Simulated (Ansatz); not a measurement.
# Pressure series in AlN

The reference is AlN in the zinc blende structure (space group F-43m, No. 216; a = 4.3698 Å).

Cell and atoms are relaxed at each pressure.

Method: r2SCAN, PAW, 500 eV (Ansatz, a quantum-chemistry and plane-wave program; no spin-orbit coupling).

Candidates:
(a) pressure 15 GPa
(b) pressure 9 GPa
(c) pressure 0.9 GPa
(d) pressure −2 GPa
(e) pressure 4.5 GPa

For the base:

The smallest direct gap comes out as 4.84 eV.

### Question
Order them by smallest direct gap, lowest first.

### Answer
(d) pressure −2 GPa (4.75 eV), (c) pressure 0.9 GPa (4.88 eV), (e) pressure 4.5 GPa (5.03 eV), (b) pressure 9 GPa (5.22 eV), (a) pressure 15 GPa (5.44 eV)

Load acts through the strain it causes; cell and atoms are relaxed under it. No phonon test of stability was made. Tetrahedral semiconductors of this kind turn to denser phases somewhere between about 1 and 50 GPa; those were not computed, so compressed cells here can lie past the real transition. This is not the structure that AlN has at room temperature and ambient pressure.
